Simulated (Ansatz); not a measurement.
MgTe: biaxial strain −2.40 %, plane normal [001], relaxed out of plane

Base system: MgTe in the wurtzite structure (space group P6_3mc, No. 186; a = 4.5089 Å, c = 7.3377 Å). Axes: x lies along a and z along c of the hexagonal cell.

It is then changed as follows: compressive biaxial strain of 2.40 % in the plane normal to [001], as in epitaxy on a mismatched substrate; the out-of-plane cell vector and the atoms relax.

Level of theory: LDA in Ansatz (plane waves to 420 eV, PAW, spin-orbit coupling left out). Γ-centred 9×9×5 mesh, Fermi–Dirac width 0.05 eV.

```tsv
quantity	base	changed	shift
volume per atom	32.30 Å³	31.44 Å³	-0.855 Å³
space group	P6_3mc (No. 186)	P6_3mc (No. 186)	–
shortest interatomic distance	2.757 Å	2.729 Å	-0.0271 Å
pressure (mean of the normal stresses, compression positive)	0.0 kbar	10.5 kbar	+10.43 kbar
band gap (an upper bound: an edge found on the path is not a true extremum; the base alone)	2.43 eV	2.39 eV	-0.04 eV
out-of-plane strain	–	+2.20 %	–
ratio −ε⊥/ε∥	–	0.92	–
mean in-plane stress (compression positive)	–	+1.6 GPa	–
```

Final structure (turned so that z lies along the plane normal):

```
MgTe
1.0
    4.40069     0.00000     0.00000
    2.20034     3.81111     0.00000
    0.00000     0.00000     7.49918
Mg Te
2 2
Direct
  0.33333   0.33333   0.00449
  0.66667   0.66667   0.50449
  0.33333   0.33333   0.37151
  0.66667   0.66667   0.87151
```

Cost of the whole job for the changed cell (relaxation, final SCF and bands): around 90 core-seconds (rough).

Spin-orbit coupling, missing from the scalar runs, can matter with Te. Stability against distortions was not tested.

Ansatz is a first-principles code.
